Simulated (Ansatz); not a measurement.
Results of r²SCAN (Ansatz, an electronic-structure program, PAW) for GdSi2 (within 0.1 Å of I4₁/amd, No. 141; cell taken from a computed entry).

Numerical settings: plane-wave cutoff 500 eV, 10×10×6 k mesh (along the axes of the cell as run), Fermi–Dirac smearing 0.05 eV, spin-polarised start, scalar-relativistic PAW data made under PBE.

Computed at the level's own relaxed cell.

What does this level give for the equilibrium volume per atom?


- equilibrium volume per atom: 19.54 Å³/atom

Note: the magnetic order was assumed, not searched for or taken from measurement; the 4f shell is treated without U or exact exchange, so its levels and filling can be wrong.

Spin–orbit coupling is not included.

The result took very roughly 22 core-minutes.
